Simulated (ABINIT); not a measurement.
# Several settings converged on Fe (Im-3m, 1 atom in the cell)

```
CELL_PARAMETERS angstrom
     -1.43070     1.43070     1.43070
      1.43070    -1.43070     1.43070
      1.43070     1.43070    -1.43070
ATOMIC_POSITIONS crystal
  Fe 0.00000 0.00000 0.00000
```
Moments meant for the start (each program seeds them in its own way; μB, in the order of the atoms Fe): 2.5.

Base method: PBE, norm-conserving pseudopotentials (PseudoDojo nc-sr-05 PBE standard) (plane waves; ABINIT 10.0.3).

Base settings: pseudos = [Fe.upf]; ecut = 90 Ry; nsppol = 2; occopt = 7; tsmear = 0.1 eV; ngkpt = 6 6 6; nshiftk = 1; shiftk = 0 0 0; potentials = PseudoDojo nc-sr-05 PBE standard; nband = 15.

The count of work is k-points × plane waves × bands × iterations; it is no time. 

**The cutoff for other potential files**

Level: DFT, PBE, plane waves, PAW (JTH v2.0 PBE PAW).

In this ladder: pseudos = [Fe.GGA_PBE-JTH.xml]; potentials = JTH v2.0 PBE PAW; pawxcdev = 0. Moved along: pawecutdg.

The second cell is the first with its lattice scaled by 0.98.

The mesh stays at the base's, so the ladder's end is converged at best in this setting alone.

Only quantities that move along the ladder and can be compared are tabulated.

| ecut | free energy less the last step's (meV/atom) | energy of the compressed cell less the first (meV/atom) | pressure (GPa) | count of work / last |
|---|---|---|---|---|
| 28 Ry | 285.35 | -2.06 | -8.82 | 0.10 |
| 32 Ry | 222.91 | -3.09 | -13.55 | 0.12 |
| 42 Ry | 36.12 | -2.98 | -9.96 | 0.18 |
| 52 Ry | 15.64 | -3.26 | -7.17 | 0.24 |
| 60 Ry | 10.91 | -3.25 | -7.61 | 0.31 |
| 72 Ry | 2.58 | -3.36 | -7.29 | 0.42 |
| 90 Ry | 1.26 | -3.30 | -7.11 | 0.62 |
| 120 Ry | 0.00 | -3.19 | -7.07 | 1.0 |

State of the free energy at the end of the ladder: still drifting one way, by 2.6 meV/atom over the last two steps, so the last step is no safe reference.

Coarsest ecut that holds the energy of the compressed cell less the first within 1 meV/atom of the last step, with all finer ones: 32 Ry, at 0.12 of the last step's count of work; the step before is off by 1.1 meV/atom.

Coarsest ecut that holds the pressure within 0.5 GPa of the last step, with all finer ones: 72 Ry, at 0.42 of the last step's count of work; the step before is off by 0.54 GPa.

At the lowest cutoff the pressure lies 1.8 GPa under the last step's, the usual sign of Pulay stress in an incomplete plane-wave basis.

**The setting fft**

The mesh stays at the base's, so the ladder's end is converged at best in this setting alone.

Only quantities that move along the ladder and can be compared are tabulated.

| boxcutmin | free energy less the last step's (meV/atom) | pressure (GPa) |
|---|---|---|
| 1.2 | -8.56 | -5.76 |
| 1.5 | -0.26 | -6.53 |
| 1.8 | 0.00 | -6.53 |
| 2.5 | 0.00 | -6.53 |

Coarsest boxcutmin that holds the free energy within 1 meV/atom of the last step, with all finer ones: 1.5; the step before is off by 8.6 meV/atom.

Coarsest boxcutmin that holds the pressure within 0.5 GPa of the last step, with all finer ones: 1.5; the step before is off by 0.76 GPa.

On the base run: the starting cell has typed, rounded lattice constants, without a prior relaxation at this level. Its lattice was rescaled by up to half a per cent. With one magnetic atom in the cell only a parallel order is possible. In the base run, with a pressure of about -7 GPa the cell is away from its equilibrium volume at this level. Without a gap this mesh is coarse (it stands for a supercell whose shortest vector is 15 Å).
